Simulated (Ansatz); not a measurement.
Given:

```yaml
crystal:
  lattice:
    - [0.00000, 2.95332, 2.95332]
    - [2.95332, 0.00000, 2.95332]
    - [2.95332, 2.95332, 0.00000]
  atoms:
    - { symbol: In, position: [0.00000, 0.00000, 0.00000] }
    - { symbol: P, position: [0.25000, 0.25000, 0.25000] }
```

Method: r2SCAN with spin-orbit coupling, rigid bands (plane waves, PAW; Ansatz, an electronic-structure program). Geometry: cell and atoms relaxed with r2SCAN.

Problem. What conductivity effective mass do dilute holes have at 300 K?

Solution. 0.57 mₑ.

Problem. What conductivity effective mass do dilute electrons have at 300 K?

Solution. 0.084 mₑ.

Problem. And the band gap?

Solution. 1.00 eV at this level; semilocal functionals usually fall short of the measured gap.

Rigid bands, one relaxation time for all states, no polarons.
